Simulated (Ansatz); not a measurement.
An ideal cubic perovskite cell is held by its symmetry; such compounds can tilt or shift off centre at room temperature. The starting structures come from a database of crystals and need not be the phases stable at ambient conditions.

 Where the default PAW files enter, the runs use the earlier of Ansatz's two default sets.

The decay constant κ of evanescent states in the gap governs leakage through a thin film.

Here is the system:

```
CsHgF3
1.0
    4.59545     0.00000     0.00000
    0.00000     4.59545     0.00000
    0.00000     0.00000     4.59545
Cs Hg F
1 1 3
Direct
  0.00000   0.00000   0.00000
  0.50000   0.50000   0.50000
  0.00000   0.50000   0.50000
  0.50000   0.00000   0.50000
  0.50000   0.50000   0.00000
```

Space group of this cell: Pm-3m, cubic perovskite. The cell is taken as given; by PBEsol its mean pressure is -0.9 GPa.

Transport runs along the normal of the first two printed cell vectors, the (001) plane of the conventional cell.

The gap is the functional's own, uncorrected, and κ follows it; spin-orbit coupling is left out. Mid-gap values are interpolated between the computed energies.

Problem. Predict the band gap and the smallest decay constant κ at mid-gap from PBEsol (Ansatz, a quantum-chemistry and plane-wave program).

Solution. Gap 0.52 eV on a 8×8×8 mesh; κ = 0.144 1/Å, at the zone centre.
